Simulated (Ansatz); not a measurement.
The reference is TiAl (space group P4/mmm, No. 123; a = 2.813 Å, c = 4.062 Å; relaxed with 0.1 eV smearing). Axes: x, y, z lie along a, b, c of the conventional cell.

Method: Ansatz (a first-principles code) r2SCAN, no spin-orbit coupling.

It is then changed as follows: the cell is compressed by 2.50 % along x with no lateral relaxation, atoms relaxed at fixed cell.

**Question.** How does this affect the stress and energy relative to the base?

**Answer.** The stress (xx, yy, zz, yz, xz, xy; compression positive) is (5.9, 1.6, 2.3, 0.0, 0.0, 0.0) GPa; the energy grows by 7.1 meV/atom.

The cells carry an imposed strain or load. Stability against distortions was not tested. The final runs are not spin-polarised.
